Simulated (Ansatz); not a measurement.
# Several settings converged on NiSi2 (Fm-3m, 3 atoms in the cell)

```
CELL_PARAMETERS angstrom
      0.00000     2.69688     2.69688
      2.69688     0.00000     2.69688
      2.69688     2.69688     0.00000
ATOMIC_POSITIONS crystal
  Si 0.25000 0.25000 0.25000
  Si 0.75000 0.75000 0.75000
  Ni 0.00000 0.00000 0.00000
```

Base method: PBE (plane waves, PAW; Ansatz, a first-principles code).

Base settings: basis.ecutwfc = 420 eV; kpoints.mp_grid.grid = 11 11 11; hamiltonian.xc = pbe; hamiltonian.pseudopotentials = {kind: paw} (the program's default PAW files); scf.occupations.method = gaussian; scf.occupations.width = 0.1 eV.

Core times come from one kind of shared machine, to one figure; runs under 30 s give none.

**Zone-centre phonons against the cutoff**

In this ladder: phonons.method = dfpt.

The mesh stays at the base's, so the ladder's end is converged at best in this setting alone.

Frequencies are those of the unrelaxed cell, without the LO-TO term of polar crystals.

Only quantities that move along the ladder and can be compared are tabulated.

| basis.ecutwfc | highest zone-centre frequency (cm⁻¹) | lowest optical frequency (cm⁻¹) |
|---|---|---|
| 210 eV | 339.2 | 330.6 |
| 250 eV | 329.8 | 307.0 |
| 295 eV | 338.3 | 309.4 |
| 355 eV | 338.6 | 313.7 |
| 420 eV | 338.2 | 313.9 |
| 505 eV | 338.2 | 313.8 |
| 630 eV | 338.2 | 313.8 |

Coarsest basis.ecutwfc that holds the lowest optical frequency within 5 cm⁻¹ of the last step, with all finer ones: 295 eV; the step before is off by 6.8 cm⁻¹.

Coarsest basis.ecutwfc that holds the highest zone-centre frequency within 5 cm⁻¹ of the last step, with all finer ones: 295 eV; the step before is off by 8.4 cm⁻¹.

**The q mesh of the phonons**

In this ladder: kpoints.mp_grid.grid = 12 12 12; phonons.method = dfpt.

Only quantities that move along the ladder and can be compared are tabulated.

Thermal sums run over frequencies interpolated from this q mesh.

```csv
phonons.qmesh,zero-point energy (meV/atom),vibrational free energy at 300 K (meV/atom),core time / last (rough)
1 1 1,47.30,17.62,–
2 2 2,51.11,20.91,0.1
3 3 3,51.40,21.87,0.3
4 4 4,51.41,22.06,1
```

Coarsest phonons.qmesh that holds the vibrational free energy at 300 K within 1 meV/atom of the last step, with all finer ones: 3 3 3, at about 0.3 of the last step's time; the step before is off by 1.2 meV/atom.

Coarsest phonons.qmesh that holds the zero-point energy within 0.2 meV/atom of the last step, with all finer ones: 3 3 3, at about 0.3 of the last step's time; the step before is off by 0.30 meV/atom.

On the base run: the starting cell has typed, rounded lattice constants, without a prior relaxation at this level. Its lattice was rescaled by up to half a per cent. Spin polarisation is off. In the base run, with a pressure of about 4 GPa the cell is away from its equilibrium volume at this level.

Keys are those of Ansatz 0.2.
